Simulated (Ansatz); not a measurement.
# CsCl-type CoGa

The numbers are results of r²SCAN in Ansatz (PAW), not measurements.

Settings: plane-wave cutoff 500 eV, 20×20×20 k mesh, Fermi–Dirac smearing 0.1 eV, no spin polarisation, scalar-relativistic PAW data made under PBE.

Cell (relaxed at this level):

```yaml
crystal:
  lattice:
    - [2.84499, 0.00000, 0.00000]
    - [0.00000, 2.84499, 0.00000]
    - [0.00000, 0.00000, 2.84499]
  atoms:
    - { symbol: Ga, position: [0.50000, 0.50000, 0.50000] }
    - { symbol: Co, position: [0.00000, 0.00000, 0.00000] }
```

| Quantity | Result |
|---|---|
| volume per atom | 11.51 Å³/atom |
| lattice parameter a | 2.845 Å |

Measured, for comparison: lattice constant a 2.878 Å (temperature not stated, copied from a table, unchecked, not corrected to a static lattice; as tabulated in Monatshefte fuer Chemie und verwandte Teile anderer Wissenschaften 123, 509 (1992)). Computed (rounded) less measured: lattice constant a not scored (unchecked). A static lattice is as a rule a little smaller and stiffer than an uncorrected measurement, which narrows the difference in the lattice constant a and would widen misses of the other sign.

Cost on a shared machine: about 50 core-seconds (a rough figure).

Ansatz is an electronic-structure program.
